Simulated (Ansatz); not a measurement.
# Convergence study of shifted k-point meshes for Sb (R-3m, 2 atoms in the cell)

```
Sb
1.0
    3.97713    -2.16578     0.00000
    3.97713     2.16578     0.00000
    2.79774     0.00000     3.56101
Sb
2
Direct
  0.23791   0.23791   0.23791
  0.76650   0.76650   0.76650
```

Level of theory: PBEsol, default PAW files made with PBE (plane waves; Ansatz, a first-principles code).

Base settings: basis.ecutwfc = 420 eV; kpoints.mp_grid.grid = 9 9 9; hamiltonian.xc = pbesol; hamiltonian.pseudopotentials = {kind: paw} (the program's default PAW files); scf.occupations.method = fermi_dirac; scf.occupations.width = 0.1 eV.

In this ladder: kpoints.mp_grid.shift = 0.5 0.5 0.5.

Only quantities that move along the ladder and can be compared are tabulated.

The count of work is k-points × plane waves × bands × iterations; it is no time. Core times come from one kind of shared machine, to one figure; runs under 30 s give none.

The starting cell has typed, rounded lattice constants, without a prior relaxation at this level. Its lattice was rescaled by up to half a per cent. One atom was moved a little off its site on purpose. Ansatz's pressure includes its estimate of the finite-basis (Pulay) stress.

Steps (kpoints.mp_grid.grid): 2 2 2; 3 3 3; 4 4 4; 5 5 5; 6 6 6; 7 7 7; 8 8 8; 9 9 9; 10 10 10; 11 11 11; 12 12 12; 13 13 13; 15 15 15; 16 16 16; 18 18 18; 20 20 20; 22 22 22; 25 25 25; 27 27 27; 30 30 30.

Task: What is the coarsest kpoints.mp_grid.grid that holds the pressure within 0.2 GPa of the last step, with all finer ones?

Result: 5 5 5, at 0.0066 of the last step's count of work; the step before is off by 0.22 GPa.

Task: What is the coarsest kpoints.mp_grid.grid that holds the forces within 0.005 eV/Å of the last step, with all finer ones?

Result: 12 12 12, at 0.073 of the last step's count of work; the step before is off by 0.010 eV/Å.

Task: What is the coarsest kpoints.mp_grid.grid that holds the free energy within 5 meV/atom of the last step, with all finer ones?

Result: 9 9 9, at 0.034 of the last step's count of work; the step before is off by 5.6 meV/atom.

| kpoints.mp_grid.grid | free energy less the last step's (meV/atom) | pressure (GPa) | largest difference of a force vector from the last step's (eV/Å) | count of work / last | core time / last (rough) |
|---|---|---|---|---|---|
| 2 2 2 | -205.43 | -0.17 | 0.374 | 0.00069 | – |
| 3 3 3 | 17.00 | -1.16 | 0.681 | 0.0021 | – |
| 4 4 4 | -10.86 | -1.24 | 0.266 | 0.0040 | – |
| 5 5 5 | -16.18 | -1.32 | 0.189 | 0.0066 | – |
| 6 6 6 | -12.76 | -1.48 | 0.078 | 0.011 | – |
| 7 7 7 | -5.52 | -1.45 | 0.061 | 0.015 | – |
| 8 8 8 | -5.64 | -1.43 | 0.039 | 0.024 | – |
| 9 9 9 | -3.79 | -1.46 | 0.018 | 0.034 | – |
| 10 10 10 | -2.84 | -1.47 | 0.013 | 0.044 | – |
| 11 11 11 | -1.82 | -1.45 | 0.010 | 0.059 | – |
| 12 12 12 | -1.62 | -1.46 | 0.000 | 0.073 | – |
| 13 13 13 | -0.98 | -1.46 | 0.002 | 0.093 | – |
| 15 15 15 | -0.53 | -1.46 | 0.003 | 0.14 | – |
| 16 16 16 | -0.33 | -1.46 | 0.003 | 0.16 | – |
| 18 18 18 | -0.14 | -1.46 | 0.003 | 0.23 | 0.2 |
| 20 20 20 | -0.04 | -1.45 | 0.003 | 0.31 | 0.3 |
| 22 22 22 | 0.01 | -1.45 | 0.002 | 0.41 | 0.4 |
| 25 25 25 | 0.01 | -1.45 | 0.001 | 0.59 | 0.6 |
| 27 27 27 | 0.01 | -1.45 | 0.000 | 0.74 | 0.7 |
| 30 30 30 | 0.00 | -1.45 | 0.000 | 1.0 | 1 |

Two neighbours can agree and both be off: 7 7 7 and 8 8 8 differ by 0.12 meV/atom in the free energy, yet lie about 5.6 meV/atom from the last step.

Keys are those of Ansatz 0.2.
